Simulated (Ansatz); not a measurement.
Take Pt in the fcc (Cu type) structure (space group Fm-3m, No. 225; a = 3.8954 Å; relaxed with 0.1 eV smearing) as the base. Axes: x, y, z lie along the cube axes.

Calculations: DFT with LDA, PAW potentials and a 420 eV plane-wave cutoff in Ansatz (an electronic-structure program), no SOC.

Strains are applied to the cell and any free atomic positions relax; under biaxial strain the out-of-plane vector relaxes too.

One change was made to it. Results:

| quantity | base | after |
|---|---|---|
| volume per atom | 14.78 Å³ | 14.72 Å³ |
| energy relative to the base (free energy F) | 0 meV/atom | +0.6 meV/atom |

Q: Which of these changes matches the shifts?
A) biaxial strain −1.25 %, plane normal [111], relaxed out of plane
B) biaxial strain −2.08 %, plane normal [111], relaxed out of plane
C) biaxial strain +0.42 %, plane normal [111], relaxed out of plane
D) biaxial strain −0.42 %, plane normal [111], relaxed out of plane
E) biaxial strain +1.25 %, plane normal [111], relaxed out of plane

A: D, biaxial strain −0.42 %, plane normal [111], relaxed out of plane. For comparison, the volume per atom in the other runs: biaxial strain +0.42 %, plane normal [111], relaxed out of plane gives 14.83 Å³; biaxial strain −2.08 %, plane normal [111], relaxed out of plane gives 14.52 Å³; biaxial strain +1.25 %, plane normal [111], relaxed out of plane gives 14.94 Å³; biaxial strain −1.25 %, plane normal [111], relaxed out of plane gives 14.62 Å³.

Whether these cells are dynamically stable was not tested. All final runs are without spin polarisation.
